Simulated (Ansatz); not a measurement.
# TlCl: pressure series

Take TlCl in the rock salt structure (space group Fm-3m, No. 225; a = 6.334 Å; a cell from a computed database, its experimental status unchecked) as the base.

Cell and atoms are relaxed at each pressure.

Computed with plane-wave PAW DFT at the PBEsol level (Ansatz, a quantum-chemistry and plane-wave program, 420 eV), spin-orbit coupling left out.

```csv
change,hole mass,volume per atom
base,"0.37 mₑ along k, 0.43 mₑ across (at L)",31.77 Å³
pressure −2 GPa,0.52 mₑ (at L),35.62 Å³
pressure −1 GPa,"0.43 mₑ along k, 0.46 mₑ across (at L)",33.34 Å³
pressure 3 GPa,"0.27 mₑ along k, 0.35 mₑ across (at L)",28.73 Å³
pressure 7 GPa,"0.19 mₑ along k, 0.30 mₑ across (at L)",26.31 Å³
pressure 15 GPa,"0.082 mₑ along k, 0.23 mₑ across (at L)",23.42 Å³
pressure 100 GPa,–,14.98 Å³
```

A case with no gap was solved on a k-mesh chosen for an insulator, which is coarse for it. Spin-orbit coupling, missing from the scalar runs, can matter with Tl. The levels and masses belong to the bands next to the band gap. Load acts through the strain it causes; cell and atoms are relaxed under it. Masses are band curvatures over ±0.01 Å⁻¹ around the edge. Along k means along the line from Γ to the band edge. Stability against distortions was not tested. Competing high-pressure phases were not computed. All final runs are without spin polarisation. This is not the structure that TlCl has at room temperature and ambient pressure.
